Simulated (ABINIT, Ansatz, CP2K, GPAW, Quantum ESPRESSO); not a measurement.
## ZrSnTe (P4/nmm, 6 atoms in the cell) computed with different codes at matched settings

Self-consistent single point.

```
ZrSnTe
1.0
    4.09585     0.00000     0.00000
    0.00000     4.09585     0.00000
    0.00000     0.00000     8.78320
Zr Sn Te
2 2 2
Direct
  0.50000   0.00000   0.26357
  0.00000   0.50000   0.73643
  0.00000   0.00000   0.00000
  0.50000   0.50000   0.00000
  0.50000   0.00000   0.61941
  0.00000   0.50000   0.38059
```

All programs got the same cell, k-point mesh and kind of occupations (in Ansatz's words: kpoints.mp_grid.grid = 5 5 3; scf.occupations.method = gaussian; scf.occupations.width = 0.136 eV); potentials, basis and cutoffs are each program's usual ones.

```csv
code,model,pressure (GPa),largest force (eV/Å),k-points,cutoff
GPAW,"PBEsol, GPAW PAW datasets PBEsol (made by gpaw-setup)",-3.64,0.131,12,600 eV
ABINIT,"PBEsol, norm-conserving pseudopotentials (PseudoDojo nc-sr-04 PBEsol standard)",-3.18,0.105,12,41 Ha
CP2K,"PBEsol, GPW, DZVP-MOLOPT-SR-GTH basis, GTH-PBE potentials (GTH_POTENTIALS)",-0.31,0.151,38,grid 500 Ry
Ansatz,"PBEsol, PAW files made with PBE",-3.18,0.102,12,420 eV
Quantum ESPRESSO,"PBEsol, PseudoDojo standard norm-conserving (PBESOL) pseudopotentials",-3.17,0.105,12,85 Ry
```

Size of the force on each atom (eV/Å): Sizes of forces hide their directions.

| code | Zr1 | Zr2 | Sn3 | Sn4 | Te5 | Te6 |
|---|---|---|---|---|---|---|
| GPAW | 0.086 | 0.086 | 0.000 | 0.000 | 0.131 | 0.131 |
| ABINIT | 0.090 | 0.090 | 0.000 | 0.000 | 0.105 | 0.105 |
| CP2K | 0.151 | 0.151 | 0.000 | 0.000 | 0.131 | 0.131 |
| Ansatz | 0.083 | 0.083 | 0.000 | 0.000 | 0.102 | 0.102 |
| Quantum ESPRESSO | 0.090 | 0.090 | 0.000 | 0.000 | 0.105 | 0.105 |

The spread over the programs that give each value: pressure within 3.33 GPa; largest force within 0.049 eV/Å.

The starting cell comes from a database of computed structures (which also holds hypothetical and non-ambient phases and stackings), without a prior relaxation at this level. Its lattice was rescaled by a random factor within 2.5 % of one. On Ansatz's run: Spin-orbit coupling is off. In the base run, with a pressure of about -3 GPa the cell is away from its equilibrium volume at this level.

**Question.** Why do the programs differ, and what cannot be compared?

**Answer.** Differences of this kind can come from the potentials, where these differ, and from what each basis and cutoff leave unconverged. The valence holds different numbers of electrons (GPAW 64, ABINIT 84, CP2K 44, Ansatz (a program for electronic structure) 84, Quantum ESPRESSO 84). The zero of total energies and Fermi levels follows the potentials and each program's conventions, so they are not compared here. CP2K uses small atom-centred bases, whose incompleteness enters pressures, forces and empty levels differently from a plane-wave cutoff. Ansatz's pressure is given at a fixed set of plane waves, as the other plane-wave codes print theirs. The programs reduce the same mesh by symmetry to different extents, which changes the work and not the result. In the pressure, CP2K (by 2.87) lies more than 1 GPa from the median of the plane-wave programs.

Left out of this page: Elk (not drawn, or without a comparable value).

Keys are those of Ansatz 0.2.
